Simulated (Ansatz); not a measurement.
Worked example: self-consistent single point of NbSN (P4/nmm, 6 atoms in the cell) in Ansatz (a quantum-chemistry and plane-wave program).

Computed with PBEsol, harder PAW files (source: ansatz) made with PBE (plane waves; Ansatz).

```xyz
6
Lattice="3.5516 0.0000 0.0000 0.0000 3.5516 0.0000 0.0000 0.0000 6.0531" Properties=species:S:1:pos:R:3 pbc="T T T"
Nb     1.7758     0.0000     1.1264
Nb     0.0000     1.7758     4.9268
S      1.7758     0.0000     3.7315
S      0.0000     1.7758     2.3216
N      1.7758     1.7758     0.0000
N      0.0000     0.0000     0.0000
```

Reference input (self-consistent single point, DFT, PBEsol, plane waves, harder PAW files (source: ansatz) made with PBE): basis.ecutwfc = 870 eV; kpoints.mp_grid.grid = 6 6 4; hamiltonian.xc = pbesol; hamiltonian.pseudopotentials = {kind: paw, source: ansatz}; scf.occupations.method = fermi_dirac; scf.occupations.width = 0.05 eV. This run's input differs from it in these lines:

Ansatz 0.2 input:
```diff
@@ -16,3 +16,3 @@
 kpoints:
-  mp_grid: { grid: [6, 6, 4] }
+  mp_grid: { grid: [15, 15, 9] }
 hamiltonian:
```

Output (repeated stretches shortened):

```
SCF iter   1: F=—  HF=-11543.852160 eV  |F-HF|=—  |Δ(HF+E_count)|=         —  Δρ=1.25e-1  dr2=1.52e1  ethr=3.10e-3  ⟨swp⟩=6.0  Hψ=26158  notcnv=0
all-band conjugate gradients solve this SCF's bands
preconditioner: auto → Resta (q_TF=auto, 2.525 Å⁻¹)
SCF iter   2: F=—  HF=-11540.910429 eV  |F-HF|=—  |Δ(HF+E_count)|=    2.94e0  Δρ=5.01e-2  dr2=1.04e0  ethr=3.10e-3  ⟨swp⟩=3.8  Hψ=13137  notcnv=0  defer=226
   [... lines left out ...]
SCF iter   6: F=—  HF=-11540.697939 eV  |F-HF|=—  |Δ(HF+E_count)|=   1.08e-3  Δρ=8.14e-4  dr2=7.61e-4  ethr=1.56e-5  ⟨swp⟩=2.0  Hψ=7375  notcnv=0  defer=107
SCF iter   7: F=—  HF=-11540.697847 eV  |F-HF|=—  |Δ(HF+E_count)|=   9.24e-5  Δρ=2.60e-4  dr2=7.71e-5  ethr=1.59e-6  ⟨swp⟩=2.1  Hψ=6886  notcnv=0  defer=107
SCF iter   8: F=—  HF=-11540.697923 eV  |F-HF|=—  |Δ(HF+E_count)|=   7.63e-5  Δρ=5.16e-5  dr2=3.32e-6  ethr=1.61e-7  ⟨swp⟩=2.1  Hψ=7036  notcnv=0  defer=106
SCF iter   9: F=-11540.697923 eV  HF=-11540.697923 eV  |F-HF|=1.27e-8  |Δ(HF+E_count)|=   2.68e-7  Δρ=4.73e-6  dr2=2.70e-8  ethr=2.08e-10  ⟨swp⟩=8.2  Hψ=32890  notcnv=0
SCF 1 converged in 9 iterations: F = -11540.697923 eV  dr2 = 2.70e-8
Free energy (F): -11540.697923 eV
Internal energy: -11540.692518 eV  (E = F + TS)
E sigma→0 (E₀):  -11540.695220 eV
Entropy (-TS):   -0.005405 eV (-0.901 meV/atom)
Fermi energy:    14.669121 eV
--- Forces (eV/Å), atoms counted from 1 ---
  atom   1  Nb     0.00000000     0.00000000    -0.32811258
  atom   2  Nb     0.00000000     0.00000000     0.32811258
  atom   3  S      0.00000000     0.00000000     0.01152876
  atom   4  S      0.00000000     0.00000000    -0.01152876
  atom   5  N      0.00000000     0.00000000     0.00000000
  atom   6  N      0.00000000     0.00000000    -0.00000000
--- Stress (GPa, compression-positive) ---
       -3.245785       0.000000       0.000000
        0.000000      -3.245785       0.000000
        0.000000       0.000000      -2.723574
  P = ⅓ Tr σ = -3.0717 GPa (-30.717 kbar)
  The stress holds the Pulay correction. Without it, at fixed plane waves, as pw.x and ABINIT print it: P = -3.0802 GPa
```

The run converged in 9 iterations. Against the reference run the free energy is nearly the same (within 1 meV/atom), the pressure moves little (-3.09 to -3.07 GPa) and the largest force goes from 0.351 to 0.328 eV/Å.

The starting cell comes from a database of computed structures (which also holds hypothetical and non-ambient phases and stackings), without a prior relaxation at this level. Its lattice was rescaled by a random factor within 2.5 % of one. Spin polarisation is off. With a pressure of about -3 GPa the cell is away from its equilibrium volume at this level. Ansatz's pressure includes its estimate of the finite-basis (Pulay) stress.

Cost on one core of a shared machine: roughly 2 min.
